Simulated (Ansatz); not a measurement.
# Functionals side by side, with their cost (level): Sb₂O₃ (Ia-3, 40 atoms in the cell)

Cell: a = 8.9430 Å, b = 8.9430 Å, c = 8.9430 Å, α = 109.47°, β = 109.47°, γ = 109.47°.

Program: Ansatz (a quantum-chemistry and plane-wave program), default PAW files made with PBE; each row names its functional.

Base settings: basis.ecutwfc = 420 eV; kpoints.mp_grid.grid = 3 3 3; hamiltonian.xc = pbesol; hamiltonian.pseudopotentials = {kind: paw} (the program's default PAW files); scf.occupations.method = fermi_dirac; scf.occupations.width = 0.136 eV.

Differences are taken from r2SCAN (basis.ecutwfc: 420 eV → 500 eV), a reference of convenience: it is no measurement, and no ranking of the functionals follows. Where a row names another cutoff or potentials, its difference holds that change too.

Core times come from one kind of shared machine and are given to one figure; runs under 30 s give none.

The starting cell was generated: these elements placed on a structure prototype, without a prior relaxation; it need not be a known phase or ordering of this composition. Its lattice was rescaled by a random factor within 2.5 % of one. Spin-orbit coupling is off. In the base run, with a pressure of about 24 GPa the cell is away from its equilibrium volume at this level. Ansatz's pressure includes its estimate of the finite-basis (Pulay) stress.

| level | gap on the mesh less reference (eV) | pressure less reference (GPa) | largest difference in the force on any atom (eV/Å) | core time / reference (rough) |
|---|---|---|---|---|
| LDA (PW92) | -0.148 | -6.26 | 0.107 | 0.5 |
| PBE | -0.131 | 3.65 | 0.062 | 0.6 |
| RPBE | -0.096 | 7.20 | 0.080 | 0.6 |
| revPBE | -0.106 | 6.22 | 0.076 | 0.5 |
| BLYP | 0.041 | 9.61 | 0.106 | 0.4 |
| PBEsol | -0.195 | -2.18 | 0.116 | 0.5 |
| r2SCAN (basis.ecutwfc: 420 eV → 500 eV) | 0.000 | 0.00 | 0.000 | 1 |

Cheapest choice that gives the gap on the mesh within 0.05 eV of r2SCAN (basis.ecutwfc: 420 eV → 500 eV): BLYP, off by 0.041 eV; it needs about 0.4 of the reference's time.

Keys are those of Ansatz 0.2.
